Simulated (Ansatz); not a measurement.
Take GaN in the wurtzite structure (space group P6_3mc, No. 186; a = 3.1827 Å, c = 5.1857 Å) as the base.

Level of theory: Ansatz (a program for electronic structure) PBEsol, without spin-orbit coupling, earlier PAW set.

Before the change:

The volume per atom is 11.37 Å³ and the valence-band top at Γ comes out as 0.00, 0.00, -0.04 eV.

It is then changed as follows: a hydrostatic pressure of 30 GPa.

Question: How does this affect the volume per atom and valence-band top at Γ?

Answer: The volume per atom shrinks by 1.31 Å³ (11.37 Å³ → 10.06 Å³); the valence-band top at Γ (three highest levels, from the VBM) changes from 0.00, 0.00, -0.04 eV to 0.00, 0.00, -0.07 eV.

The levels and masses belong to the bands next to the band gap. Load acts through the strain it causes; cell and atoms are relaxed under it. Whether these cells are dynamically stable was not tested. Tetrahedral semiconductors of this kind turn to denser phases somewhere between about 1 and 50 GPa; those were not computed, so compressed cells here can lie past the real transition.
